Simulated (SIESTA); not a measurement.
Band structure of MgNiF₆ (R-3, 8 atoms in the cell).

```
CELL_PARAMETERS angstrom
      2.40148     1.38649     4.35708
     -2.40148     1.38649     4.35708
      0.00000    -2.77298     4.35708
ATOMIC_POSITIONS crystal
  Mg 0.50000 0.50000 0.50000
  Ni 0.00000 0.00000 0.00000
  F  0.37297 0.76937 0.09415
  F  0.62703 0.23063 0.90585
  F  0.09415 0.37297 0.76937
  F  0.90585 0.62703 0.23063
  F  0.76937 0.09415 0.37297
  F  0.23063 0.90585 0.62703
```

Method of the run: LDA PW92, numerical atomic orbitals TZP, PseudoDojo LDA standard norm-conserving potentials (rewritten from UPF to PSML) run with SIESTA.

Settings: XC.functional = LDA; XC.authors = PW92; potentials = PseudoDojo LDA standard; PAO.BasisSize = TZP; PAO.EnergyShift = 0.01 Ry; MeshCutoff = 300 Ry; kgrid.MonkhorstPack = 6 6 6; OccupationFunction = FD; ElectronicTemperature = 1578.21 K; MaxSCFIterations = 150; SCF.Mixer.Method = Pulay; SCF.Mixer.Weight = 0.2; SCF.Mixer.History = 8; SCF.DM.Tolerance = 1.0E-04.

The starting cell comes from a database of computed structures (which also holds hypothetical and non-ambient phases and stackings), without a prior relaxation at this level. Values carry the incompleteness of an atom-centred basis.

Predict the gap along the standard path and the places of the band edges.

The gap along the path is 1.16 eV, direct at F to within 0.01 eV. Another conduction valley lies within 0.1 eV, so the order of the valleys is not sure.

Levels in eV from the top of the valence band on the path, bands 32 to 36:
```tsv
point	32	33	34	35	36
Γ	-0.94	-0.64	-0.47	-0.47	1.36
L	-0.97	-0.67	-0.42	-0.06	1.20
B1	-0.97	-0.38	-0.26	-0.09	1.19
B	-0.97	-0.38	-0.26	-0.09	1.19
Z	-1.02	-0.44	-0.29	-0.29	1.27
X	-0.93	-0.47	-0.27	-0.07	1.19
Q	-0.93	-0.47	-0.27	-0.07	1.19
F	-0.93	-0.61	-0.39	0.00	1.16
P1	-0.93	-0.55	-0.23	-0.06	1.19
P	-0.93	-0.55	-0.23	-0.06	1.19
```

Higher empty bands are left out: an atom-centred basis made for the valence describes them poorly.
